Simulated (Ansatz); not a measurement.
**ZnS, response to strain**

Take ZnS in the wurtzite structure (space group P6_3mc, No. 186; a = 3.845 Å, c = 6.305 Å) as the base. Axes: x lies along a and z along c of the hexagonal cell.

Strains are applied to the cell and any free atomic positions relax.

All numbers come from PBE in Ansatz (plane waves to 420 eV, PAW, spin-orbit coupling left out).

```tsv
uniaxial strain ε_zz (%)	band gap (eV)
0	2.08
0.6	?
1.2	1.99
1.8	1.95
2.4	1.90
3	1.86
```

Question: Fit E_g = E₀ + Dε (ε in %) to the rows shown and predict the withheld row.

Answer: Least squares on the printed values gives E₀ = 2.08 eV, D = -73.6 meV per % of strain (largest residual 0.00 eV); this predicts 2.04 eV, and the run gives 2.04 eV, in agreement.

Whether these cells are dynamically stable was not tested.

Ansatz is a quantum-chemistry and plane-wave program.
